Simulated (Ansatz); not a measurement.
Ansatz (a quantum-chemistry and plane-wave program) run on MnS (P3m1, 4 atoms in the cell): relaxation of the atoms.

Method: LDA (PW92), default PAW files made with PBE (plane waves; Ansatz).

The change in words: one atom moved by 0.15 angstrom; relax: default → atoms; relax.f_tol: default → 0.002 eV/Å. Reference geometry:
```yaml
crystal:
  lattice:
    - [3.97335, 0.00000, 0.00000]
    - [-1.98667, 3.44102, 0.00000]
    - [0.00000, 0.00000, 6.37424]
  atoms:
    - { symbol: Mn, position: [0.33333, 0.66667, 0.99884], spin: 4.0 }
    - { symbol: Mn, position: [0.66667, 0.33333, 0.49886], spin: 4.0 }
    - { symbol: S, position: [0.66667, 0.33333, 0.12615] }
    - { symbol: S, position: [0.33333, 0.66667, 0.62614] }
```
(The spins are starting values, not results.)

Reference input (self-consistent single point, DFT, LDA (PW92), plane waves, default PAW files made with PBE): basis.ecutwfc = 420 eV; kpoints.mp_grid.grid = 8 8 4; hamiltonian.xc = lda; hamiltonian.pseudopotentials = {kind: paw} (the program's default PAW files); magnetization.spin_polarized = true; scf.occupations.method = fermi_dirac; scf.occupations.width = 0.1 eV. This run's input differs from it in these lines:

```diff
@@ -7,3 +7,3 @@
   atoms:
-    - { symbol: Mn, position: [0.33333300, 0.66666700, 0.99884000], spin: 4.0 }
+    - { symbol: Mn, position: [0.33333300, 0.66666700, 1.02237200], spin: 4.0 }
     - { symbol: Mn, position: [0.66666700, 0.33333300, 0.49886000], spin: 4.0 }
@@ -22,2 +22,4 @@
   occupations: { method: fermi_dirac, width: 0.1 }
+relax:
+  f_tol: 0.002
 output:
```

Output (repeated stretches shortened):

```
   [... SCF lines of the steps left out ...]
relax step   1: F+E_penalty+E_count = -9422.38928508 eV  Δ(F+E_penalty+E_count) = +0.000e0 eV  max|allowed force component| = 7.619e-1 eV/Å  Δτ_max = 0.0000 Å  (22 SCF iters, dr2 threshold 1.00e-7 eV, accepted)
relax step   2: F+E_penalty+E_count = -9422.44299073 eV  Δ(F+E_penalty+E_count) = -5.371e-2 eV  max|allowed force component| = 5.566e-1 eV/Å  Δτ_max = 0.0535 Å  (6 SCF iters, dr2 threshold 3.63e-5 eV, accepted)
relax step   3: F+E_penalty+E_count = -9422.45681501 eV  Δ(F+E_penalty+E_count) = -1.382e-2 eV  max|allowed force component| = 5.752e-1 eV/Å  Δτ_max = 0.1378 Å  (7 SCF iters, dr2 threshold 1.94e-5 eV, accepted)
relax step   4: F+E_penalty+E_count = -9422.48087930 eV  Δ(F+E_penalty+E_count) = -2.406e-2 eV  max|allowed force component| = 9.697e-3 eV/Å  Δτ_max = 0.0558 Å  (6 SCF iters, dr2 threshold 1.00e-4 eV, accepted)
relax step   5: F+E_penalty+E_count = -9422.48088111 eV  Δ(F+E_penalty+E_count) = -1.806e-6 eV  max|allowed force component| = 9.222e-3 eV/Å  Δτ_max = 0.0000 Å  (6 SCF iters, accepted)
relax step   6: F+E_penalty+E_count = -9422.48088927 eV  Δ(F+E_penalty+E_count) = -8.167e-6 eV  max|allowed force component| = 8.763e-4 eV/Å  Δτ_max = 0.0012 Å  (7 SCF iters, accepted)
the relaxation is at rest under the 6 symmetry operations that the run kept from its start: a minimum is not shown …
the relaxation's final electronic state is not compared with the one that a single-point calculation of its input finds at the relaxed geometry …
Magnetization: 0.0000 μB (21.0000 up, 21.0000 down)
Absolute magnetization: 8.8948 μB (∫|ρ↑−ρ↓|, with the PAW one-centre terms)
Spin contamination: 4.5502 ħ² per cell (⟨S²⟩ above its minimum at these occupations)
   [... lines left out ...]
Free energy (F): -9422.480889 eV
Fermi energy:    7.022345 eV
   [... lines left out ...]
  atoms:
    - { symbol: Mn, position: [0.3333333333333333, 0.6666666666666666, 1.0012967298676212] }
    - { symbol: Mn, position: [0.6666666666666666, 0.3333333333333333, 0.5013002271691026] }
    - { symbol: S, position: [0.6666666666666666, 0.3333333333333333, 0.13546786816387157] }
    - { symbol: S, position: [0.3333333333333333, 0.6666666666666666, 0.6354571747994041] }
```

The run converged. 

Summary of the result:
| Property | Value |
|---|---|
| Free energy E − TS (on the zero of these files) | -9422.4809 eV |
| Pressure | -7.48 GPa |
| Size of the cell's spin moment | 0.00 μB |
| Relaxation steps | 6 |

The starting cell comes from a database of computed structures (which also holds hypothetical and non-ambient phases and stackings), without a prior relaxation at this level. Its lattice was rescaled by up to half a per cent. For this run, on top of that: one atom moved by 0.15 angstrom. The magnetic order is the one reached from the typed start; others were not searched systematically. The program warned that a starting moment was not kept. The relaxation keeps the symmetry of its start, so its end need not be a minimum. Ansatz's pressure includes its estimate of the finite-basis (Pulay) stress.

Cost on one core of a shared machine: roughly 2 min.

Keys are those of Ansatz 0.2.
